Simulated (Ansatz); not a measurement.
Base system: PbS in the rock salt structure (space group Fm-3m, No. 225).

```
CELL_PARAMETERS angstrom
      0.00000     2.95134     2.95134
      2.95134     0.00000     2.95134
      2.95134     2.95134     0.00000
ATOMIC_POSITIONS crystal
  S  0.00000 0.00000 0.00000
  Pb 0.50000 0.50000 0.50000
```

Computed with PBEsol, PAW, 420 eV (Ansatz, an electronic-structure program; scalar-relativistic without spin-orbit coupling).

Before the change:

The hole mass is 0.076 mₑ along k, 0.11 mₑ across (at L) and the width of the top valence band is 3.58 eV. The band gap is 0.19 eV.

Perturbation: every lattice vector is stretched by 3.33 %; the atoms relax in the strained cell.

### Question
Predict the new hole mass.

### Answer
The hole mass becomes 0.21 mₑ along k, 0.14 mₑ across (at L) (base: 0.076 mₑ along k, 0.11 mₑ across (at L)).

### Question
Estimate the effect on the width of the top valence band.

### Answer
The width of the top valence band shrinks by 0.71 eV to 2.87 eV.

### Question
What does the calculation give for the band gap after the change?

### Answer
The band gap goes up by 0.33 eV (0.19 eV → 0.52 eV).

With Pb present, leaving out spin-orbit coupling can change the band edges. Masses are band curvatures over ±0.01 Å⁻¹ around the edge. Along k means along the line from Γ to the band edge. Stability against distortions was not tested. A zero or small gap of PbS can be the functional's error rather than a property of the material.
